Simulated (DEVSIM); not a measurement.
Device: Ti/SiO2/n-Si capacitor, at 300 K.

```
layer (left to right)  material  thickness (nm)  Nd (cm⁻³)
---------------------  --------  --------------  ---------
1                          SiO2           0.980          -
2                            Si           10000       3e15
```

Metal gate on the left, work function 4.33 eV. Fixed charge at the semiconductor interface 0 cm⁻² (in units of +e); no interface traps.

Constants are typed, rounded textbook-type inputs, not results; the design itself was drawn at random and stands for no fabricated device. Values at 300 K.

| parameter | SiO2 | Si |
|---|---|---|
| gap (eV) | 9 | 1.124 |
| affinity (eV) | 0.9 | 4.05 |
| permittivity | 3.9 | 11.7 |
| Nc (cm⁻³) | - | 2.86e19 |
| Nv (cm⁻³) | - | 3.1e19 |

Simulated with DEVSIM: 1D Poisson equation in equilibrium, Boltzmann statistics, complete ionisation; no quantum confinement or tunnelling. Metal contacts follow the ideal Schottky-Mott rule: no Fermi-level pinning, no interface dipoles.

Tabulate band edges, carrier densities and field at -0.4 V on the gate.

Energies count from the Fermi level of the right contact; mesh points crowd at the junctions.

| x (μm) | Ec (eV) | Ev (eV) | n (cm⁻³) | p (cm⁻³) | field (V/cm) |
|---|---|---|---|---|---|
| 0.000 | 3.830 | -5.170 | < 1e2 | < 1e2 | -59000 |
| 0.0005607 | 3.827 | -5.173 | < 1e2 | < 1e2 | -59000 |
| 0.001341 | 0.674 | -0.450 | 1.4e8 | 8.4e11 | -20000 |
| 0.003138 | 0.670 | -0.454 | 1.6e8 | 7.3e11 | -19000 |
| 0.009308 | 0.658 | -0.466 | 2.5e8 | 4.6e11 | -19000 |
| 0.02051 | 0.637 | -0.487 | 5.7e8 | 2.0e11 | -19000 |
| 0.04493 | 0.593 | -0.531 | 3.1e9 | 3.7e10 | -18000 |
| 0.1288 | 0.462 | -0.662 | 4.9e11 | 2.4e8 | -14000 |
| 0.2811 | 0.309 | -0.815 | 1.9e14 | 620000 | -6600 |
| 0.6343 | 0.238 | -0.886 | 2.9e15 | 40000 | -130 |
| 1.383 | 0.237 | -0.887 | 3.0e15 | 39000 | ≈ 0 |
| 3.956 | 0.237 | -0.887 | 3.0e15 | 39000 | ≈ 0 |
| 7.094 | 0.237 | -0.887 | 3.0e15 | 39000 | ≈ 0 |
| 8.669 | 0.237 | -0.887 | 3.0e15 | 39000 | ≈ 0 |
| 9.536 | 0.237 | -0.887 | 3.0e15 | 39000 | ≈ 0 |
| 9.788 | 0.237 | -0.887 | 3.0e15 | 39000 | ≈ 0 |
| 9.904 | 0.237 | -0.887 | 3.0e15 | 39000 | ≈ 0 |
| 9.957 | 0.237 | -0.887 | 3.0e15 | 39000 | ≈ 0 |
| 9.986 | 0.237 | -0.887 | 3.0e15 | 39000 | ≈ 0 |
| 9.995 | 0.237 | -0.887 | 3.0e15 | 39000 | ≈ 0 |
| 9.999 | 0.237 | -0.887 | 3.0e15 | 39000 | ≈ 0 |
| 10.00 | 0.237 | -0.887 | 3.0e15 | 39000 | ≈ 0 |
